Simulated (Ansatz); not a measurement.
Consider WSi2 (space group I4/mmm, No. 139; a = 3.2292 Å, c = 7.8673 Å).

All numbers come from PBE (Ansatz, a program for electronic structure; PAW; 420 eV plane waves; no SOC).

One change was made to it. Results:

```csv
quantity,base,after
density,9.72 g/cm³,9.67 g/cm³
c/a ratio,2.436,2.435
shortest interatomic distance,4.919 bohr,4.923 bohr
```

Problem. Which change produced these results?
A. pressure −2 GPa
B. pressure −1 GPa
C. pressure 100 GPa

Solution. B, pressure −1 GPa. For comparison, the density in the other runs: pressure 100 GPa gives 12.63 g/cm³; pressure −2 GPa gives 9.63 g/cm³.

Load acts through the strain it causes; cell and atoms are relaxed under it. No phonon test of stability was made. No other phases were tried under pressure. The final runs are not spin-polarised.
